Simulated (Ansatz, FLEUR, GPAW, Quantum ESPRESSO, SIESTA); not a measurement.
# Code comparison for Hf2Ni (I4/mcm, 6 atoms in the cell)

Self-consistent single point, at a second geometry (lattice scaled by 0.98). First geometry:

```xyz
6
Lattice="-3.1779 3.1779 2.6180 3.1779 -3.1779 2.6180 3.1779 3.1779 -2.6180" Properties=species:S:1:pos:R:3 pbc="T T T"
Hf     1.0526     2.1253     2.6180
Hf     2.1253     1.0526     0.0000
Hf     1.0526     4.2304     0.0000
Hf     2.1253    -1.0526     2.6180
Ni     0.0000     0.0000     3.9271
Ni     0.0000     0.0000     1.3090
```

Shared settings, as Ansatz (a quantum-chemistry and plane-wave program) writes them: kpoints.mp_grid.grid = 6 6 6; scf.occupations.method = fermi_dirac; scf.occupations.width = 0.0073 Ry. Potentials and cutoffs stand in the table.

```json
[
 {"code": "GPAW", "model": "PBEsol, GPAW PAW datasets PBEsol (made by gpaw-setup)", "ΔF from the first geometry (meV/atom)": "18.8", "pressure (GPa)": "7.93", "largest force (eV/Å)": "0.267", "cutoff": "850 eV"},
 {"code": "Quantum ESPRESSO", "model": "PBEsol, PSlibrary ultrasoft (PBE) pseudopotentials", "ΔF from the first geometry (meV/atom)": "4.9", "pressure (GPa)": "5.05", "largest force (eV/Å)": "0.205", "cutoff": "55 Ry"},
 {"code": "Ansatz", "model": "PBEsol, PAW files made with PBE", "ΔF from the first geometry (meV/atom)": "13.3", "pressure (GPa)": "6.83", "largest force (eV/Å)": "0.254", "cutoff": "default"},
 {"code": "FLEUR", "model": "PBEsol, all-electron FLAPW (FLEUR), scalar-relativistic valence", "ΔF from the first geometry (meV/atom)": "16.2", "pressure (GPa)": "–", "largest force (eV/Å)": "0.275", "cutoff": "Kmax 4.4 1/bohr"},
 {"code": "SIESTA", "model": "GGA PBEsol, numerical atomic orbitals DZP, PseudoDojo PBEsol standard norm-conserving potentials (rewritten from UPF to PSML)", "ΔF from the first geometry (meV/atom)": "6.3", "pressure (GPa)": "5.99", "largest force (eV/Å)": "0.289", "cutoff": "grid 300 Ry"}
]
```

For Quantum ESPRESSO (by 0.4 GPa) the energy change implies a higher mean pressure, against the two pressures, than for the other programs: a sign of finite-basis (Pulay) stress.

A dash marks a value that a program does not give, or that is left out as unsure.

On Ansatz's run: spin-orbit coupling is off. Spin polarisation is off.

The spread over the programs that give each value: ΔF from the first geometry within 13.9 meV/atom; pressure within 2.88 GPa; largest force within 0.084 eV/Å.

SIESTA uses small atom-centred bases, whose incompleteness enters pressures, forces and empty levels differently from a plane-wave cutoff. FLEUR treats all electrons, but the usual bases taken here (sphere radii, linearisation, local orbitals, empty states) were not tested for convergence, so the values are no reference for the others. Ansatz's pressure is given at a fixed set of plane waves, as the other plane-wave codes print theirs; with its correction for the finite basis it is 6.90 GPa.

The starting cell comes from a database of computed structures (which also holds hypothetical and non-ambient phases and stackings), without a prior relaxation at this level. For this run, on top of that: lattice scaled by 0.98.

Left out of this page: CP2K (unsound by tests on forces, stress, charge or solver warnings).

Keys are those of Ansatz 0.2.
